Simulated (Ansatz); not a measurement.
# C on the 1x1 (111) surface of fcc Ag, one in a 1x1 cell, started at the site 'hollow Ag-Ag-Ag over Ag at depth 4.7 Å'

Computed with PBE (plane waves to 420 eV, PAW; Ansatz, a first-principles code).

Model: 5-atom slab, 7.1 Å thick at the start under the adsorbate (thin: gaps and levels are the slab's own), 12x12x1 mesh, Fermi-Dirac 0.1 eV, dipole correction, 2 atoms held, the rest relaxed; symmetry of the start imposed; spin-polarised, no spin-orbit, no U, no dispersion correction. The starting moment vanished. At the end it is bonded to 3 Ag. In PBE it is, or lies within 0.03 eV of, the lowest of the starts that converged.

```json
{
  "adsorption_energy_against_an_atom_of_graphite": "5.06 eV",
  "work_function_of_the_top_face": "6.62 eV",
  "change_of_the_work_function": "2.18 eV",
  "change_of_the_step_from_the_bottom_to_the_top_vacuum_level_against_the_clean_slab": "2.17 eV",
  "energy_released_by_relaxation": "0.067 eV",
  "height of the binding atom over the mean of the host atoms within 0.3 Å of the top one": "2.521 bohr",
  "magnetic_moment_of_the_cell": "0.00 μB",
  "nearest_host_atoms_of_the_binding_atom": "Ag at 2.16 Å, Ag at 4.12 Å, Ag at 6.14 Å",
  "largest_move_of_a_host_atom": "0.07 Å",
  "cost": "roughly 2.1 core-minutes"
}
```

A negative adsorption energy means that the adsorbate is more stable on the surface than in its reference.
